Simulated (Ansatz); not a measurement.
Worked example: self-consistent single point of Al3Cu (P1, 4 atoms in the cell) in Ansatz (an electronic-structure program).

Level of theory: LDA (PW92), PAW files made with PBE (plane waves; Ansatz).

The change in words: atoms moved at random. Reference geometry:
```
CELL_PARAMETERS angstrom
      2.79897     0.00000     0.00000
      0.00000     2.79897     0.00000
      0.00000     0.00000     7.56900
ATOMIC_POSITIONS crystal
  Al 0.00000 0.00000 0.50000
  Al 0.50000 0.50000 0.22612
  Al 0.50000 0.50000 0.77388
  Cu 0.00000 0.00000 0.00000
```

Reference input (self-consistent single point, DFT, LDA (PW92), plane waves, PAW files made with PBE): kpoints.mp_grid.grid = 15 15 6; hamiltonian.xc = lda; hamiltonian.pseudopotentials = {kind: paw} (the program's default PAW files); scf.occupations.method = fermi_dirac; scf.occupations.width = 0.1 eV. This run's input differs from it in these lines:

Ansatz 0.2 input:
```diff
@@ -6,6 +6,6 @@
   atoms:
-    - { symbol: Al, position: [0.000000, 0.000000, 0.500000] }
-    - { symbol: Al, position: [0.500000, 0.500000, 0.226120] }
-    - { symbol: Al, position: [0.500000, 0.500000, 0.773880] }
-    - { symbol: Cu, position: [0.000000, 0.000000, 0.000000] }
+    - { symbol: Al, position: [0.010758, 0.004404, 0.502300] }
+    - { symbol: Al, position: [0.486421, 0.506673, 0.221315] }
+    - { symbol: Al, position: [0.508465, 0.489669, 0.773984] }
+    - { symbol: Cu, position: [-0.005644, -0.000747, 0.002402] }
 kpoints:
```

The program printed (abridged):

```
SCF iter   1: F=—  HF=-8101.218252 eV  |F-HF|=—  |Δ(HF+E_count)|=         —  Δρ=4.61e-1  dr2=1.25e2  ethr=3.10e-3  ⟨swp⟩=6.2  Hψ=139566  notcnv=0  defer=64
all-band conjugate gradients solve this SCF's bands
automatic band count: the SCF goes on with 22 bands, as 18 were too few: the levels above may hold too much charge
preconditioner: auto → Kerker (q_TF=auto, 2.408 Å⁻¹)
   [... lines left out ...]
SCF iter   8: F=—  HF=-8094.736401 eV  |F-HF|=—  |Δ(HF+E_count)|=   1.95e-4  Δρ=9.82e-4  dr2=5.99e-4  ethr=1.97e-6  ⟨swp⟩=2.4  Hψ=21371  notcnv=0  defer=918
SCF iter   9: F=—  HF=-8094.736343 eV  |F-HF|=—  |Δ(HF+E_count)|=   5.78e-5  Δρ=3.43e-4  dr2=7.67e-5  ethr=1.97e-6  ⟨swp⟩=1.0  Hψ=13948  notcnv=0  defer=918
SCF iter  10: F=—  HF=-8094.736333 eV  |F-HF|=—  |Δ(HF+E_count)|=   9.74e-6  Δρ=3.34e-5  dr2=5.85e-7  ethr=2.74e-7  ⟨swp⟩=1.1  Hψ=14037  notcnv=0  defer=918
SCF iter  11: F=-8094.736333 eV  HF=-8094.736333 eV  |F-HF|=1.32e-8  |Δ(HF+E_count)|=   4.05e-8  Δρ=3.12e-6  dr2=8.38e-9  ethr=3.57e-10  ⟨swp⟩=9.3  Hψ=68180  notcnv=0
SCF 1 converged in 11 iterations: F = -8094.736333 eV  dr2 = 8.38e-9
Free energy (F): -8094.736333 eV
Internal energy: -8094.694152 eV  (E = F + TS)
E sigma→0 (E₀):  -8094.715243 eV
Entropy (-TS):   -0.042181 eV (-10.545 meV/atom)
Fermi energy:    9.771031 eV
--- Forces (eV/Å), atoms counted from 1 ---
  atom   1  Al    -0.02310245    -0.02310632    -0.13495038
  atom   2  Al     0.08061006    -0.04351193    -0.06595461
  atom   3  Al    -0.05155623     0.07165758     0.35964214
  atom   4  Cu    -0.00595678    -0.00504125    -0.15873327
--- Stress (GPa, compression-positive) ---
       -4.053209      -0.023146       0.294123
       -0.023146      -4.055249      -0.175150
        0.294123      -0.175150      -3.560353
  P = ⅓ Tr σ = -3.8896 GPa (-38.896 kbar)
  The stress holds the Pulay correction. Without it, at fixed plane waves, as pw.x and ABINIT print it: P = -3.9266 GPa
```

The run converged in 11 iterations. Against the reference run the free energy is nearly the same (within 1 meV/atom), the pressure goes from -4.15 to -3.89 GPa and the largest force goes from 0.320 to 0.370 eV/Å.

The starting cell comes from a database of computed structures (which also holds hypothetical and non-ambient phases and stackings), without a prior relaxation at this level. Its lattice was rescaled by a random factor within 2.5 % of one. For this run, on top of that: atoms moved at random. Spin polarisation is off. With a pressure of about -4 GPa the cell is away from its equilibrium volume at this level. Ansatz's pressure includes its estimate of the finite-basis (Pulay) stress.

Cost on one core of a shared machine: roughly 80 s.
